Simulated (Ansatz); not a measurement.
Abridged Ansatz (a first-principles code) output:

```
Relaxation: its limit of steps is 50 (relax.max_steps)
Pseudopotential: Te, paw, valence charge 16
Pseudopotential: Pt, paw, valence charge 18
Crystal: 3 atoms, lattice volume = 71.771 Å³
Basis set: ecut = 420 eV, 1397 PW (Γ), exchange–correlation on 60×60×72 points (8 copies of the dense FFT grid, shifted against one another)
Bands: 30, of which v1, the nominal top of the filled ones, is band 25 counted from 1 (24 counted from 0)
Symmetry: 12 space group operations
k-points: 315 of 3072
Functional: x = pbe(κ = 0.804, μ = 0.2195149727645171), c = pbe(β = 0.06672455060314922)
SCF iter   1: F=—  HF=-26485.757733 eV  |F-HF|=—  |Δ(HF+E_count)|=         —  Δρ=2.98e-3  dr2=6.58e-3  ethr=1.77e-3  ⟨swp⟩=6.1  Hψ=40212  notcnv=0
SCF iter   2: F=—  HF=-26485.757046 eV  |F-HF|=—  |Δ(HF+E_count)|=   6.87e-4  Δρ=1.25e-3  dr2=1.36e-3  ethr=1.32e-5  ⟨swp⟩=2.0  Hψ=15441  notcnv=0
SCF 1 converged in 9 iterations: F = -26485.757129 eV  dr2 = 1.76e-10
relax step   1: F+E_penalty+E_count = -26485.75712877 eV  Δ(F+E_penalty+E_count) = +0.000e0 eV  max|allowed force component| = 9.101e-2 eV/Å  Δτ_max = 0.0000 Å  (9 SCF iters, accepted)
Crystal: 3 atoms, lattice volume = 71.771 Å³
SCF iter   1: F=—  HF=-26485.749658 eV  |F-HF|=—  |Δ(HF+E_count)|=         —  Δρ=1.97e-3  dr2=2.18e-3  ethr=3.91e-6  ⟨swp⟩=2.0  Hψ=34769  notcnv=0
SCF iter   2: F=—  HF=-26485.749413 eV  |F-HF|=—  |Δ(HF+E_count)|=   2.45e-4  Δρ=9.97e-4  dr2=3.93e-4  ethr=3.91e-6  ⟨swp⟩=2.0  Hψ=10454  notcnv=0
SCF 2 converged in 9 iterations: F = -26485.749397 eV  dr2 = 1.45e-10
relax step   2: F+E_penalty+E_count = -26485.74939749 eV  Δ(F+E_penalty+E_count) = +7.731e-3 eV  max|allowed force component| = 3.091e-1 eV/Å  Δτ_max = 0.0349 Å  (9 SCF iters, rejected (line search))
Crystal: 3 atoms, lattice volume = 71.771 Å³
SCF iter   1: F=—  HF=-26485.757986 eV  |F-HF|=—  |Δ(HF+E_count)|=         —  Δρ=1.52e-3  dr2=1.28e-3  ethr=2.57e-5  ⟨swp⟩=5.0  Hψ=30155  notcnv=0
SCF iter   2: F=—  HF=-26485.757831 eV  |F-HF|=—  |Δ(HF+E_count)|=   1.56e-4  Δρ=7.62e-4  dr2=2.27e-4  ethr=2.57e-6  ⟨swp⟩=1.0  Hψ=11971  notcnv=0
SCF 3 converged in 9 iterations: F = -26485.757832 eV  dr2 = 1.12e-10
relax step   3: F+E_penalty+E_count = -26485.75783183 eV  Δ(F+E_penalty+E_count) = -7.031e-4 eV  max|allowed force component| = 3.724e-3 eV/Å  Δτ_max = 0.0081 Å  (9 SCF iters, accepted)
SCF converged after 9 iterations
Free energy (F): -26485.757832 eV
Internal energy: -26485.717623 eV  (E = F + TS)
E sigma→0 (E₀):  -26485.737728 eV
Entropy (-TS):   -0.040209 eV (-13.403 meV/atom)
Fermi energy:    14.159086 eV
  E_disp       = -1.714753  (pairwise vdW)
--- Forces (eV/Å), atoms counted from 1 ---
  atom   1  Te     0.00000000    -0.00000000    -0.00372407
  atom   2  Te    -0.00000000     0.00000000     0.00372407
  atom   3  Pt     0.00000000     0.00000000     0.00000000
--- Stress (GPa, compression-positive) ---
        0.473147      -0.000000       0.000000
        0.000000       0.473147       0.000000
        0.000000      -0.000000       0.806101
  P = ⅓ Tr σ = 0.5841 GPa (5.841 kbar)
--- Relaxed structure (3 steps of the walk, 2 accepted, 0 SCFs on fresh bases) ---
  atoms:
    - { symbol: Te, position: [0.33333333333333337, 0.6666666666666666, 0.2685172929440952] }
    - { symbol: Te, position: [0.6666666666666666, 0.33333333333333326, 0.7314827070559047] }
    - { symbol: Pt, position: [-4.620277489440512e-36, 3.800198854647115e-47, 0.0] }
```

Q: What was computed, and what are the main results?

A: PtTe2, 3 atoms in the cell, with PBE-D3(BJ) (Ansatz, PAW, no SOC). The last SCF converged to F = -26485.757832 eV, or -8828.5859 eV per atom, at a pressure of 0.58 GPa. The total energy compares only with runs of the same code, potentials and settings.

The cells carry an imposed strain or load. Whether these cells are dynamically stable was not tested. The final runs are not spin-polarised. The cell was made from PtTe₂ (space group P-3m1, No. 164; layered) by this change: uniaxial strain ε_zz = −1.00 %.

Keys are those of Ansatz 0.2.
